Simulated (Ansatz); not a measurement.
Pb under a change: biaxial strain +3.84 %, plane normal [111], relaxed out of plane

Consider Pb in the fcc (Cu type) structure (space group Fm-3m, No. 225; a = 4.9341 Å; relaxed with 0.1 eV smearing). Axes: x, y, z lie along the cube axes.

The change: tensile biaxial strain of 3.84 % in the plane normal to [111], as in epitaxy on a mismatched substrate; the out-of-plane cell vector and the atoms relax.

Method: Kohn–Sham DFT with the PBEsol functional, run in Ansatz (a quantum-chemistry and plane-wave program) with PAW and 420 eV plane waves, no spin-orbit coupling. Settings: 23×23×23 k-points, 0.1 eV Fermi–Dirac smearing.

Shortest interatomic distance: 3.453 Å (base 3.489 Å)
Energy relative to the base (free energy F): +17 meV/atom
Band gap: zero (base zero)
Out-of-plane strain: -3.58 %
Ratio −ε⊥/ε∥: 0.93
Mean in-plane stress (compression positive): -2.2 GPa

Whether these cells are dynamically stable was not tested.
